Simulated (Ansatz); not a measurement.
# Effect of pressure 0.9 GPa on AlN

The reference is AlN in the wurtzite structure (space group P6_3mc, No. 186; a = 3.114 Å, c = 4.983 Å).

Modification: a hydrostatic pressure of 0.9 GPa.

Level of theory: PBEsol/PAW in Ansatz (a quantum-chemistry and plane-wave program), spin-orbit coupling left out. Γ-centred 12×12×7 mesh, Fermi–Dirac width 0.05 eV.

The volume per atom decreases by 0.05 Å³ (10.46 Å³ → 10.41 Å³) and the density goes up by 0.014 g/cm³ to 3.27 g/cm³. The lattice parameter a falls by 0.0043 Å (3.114 Å → 3.109 Å) and the c/a ratio is still 1.600. The shortest interatomic distance falls by 0.0028 Å (1.891 Å → 1.889 Å) and the enthalpy H = E + PV relative to the base's energy is +0.06 eV/atom. The band gap grows by 0.04 eV, from 4.09 eV to 4.13 eV and the gap character is still direct at Γ. The width of the top valence band stays essentially unchanged (2.41 eV against 2.42 eV) and the valence-band top at Γ (three highest levels, from the VBM) changes from 0.00, -0.22, -0.22 eV to 0.00, -0.23, -0.23 eV.

Load acts through the strain it causes; cell and atoms are relaxed under it. No phonon test of stability was made.
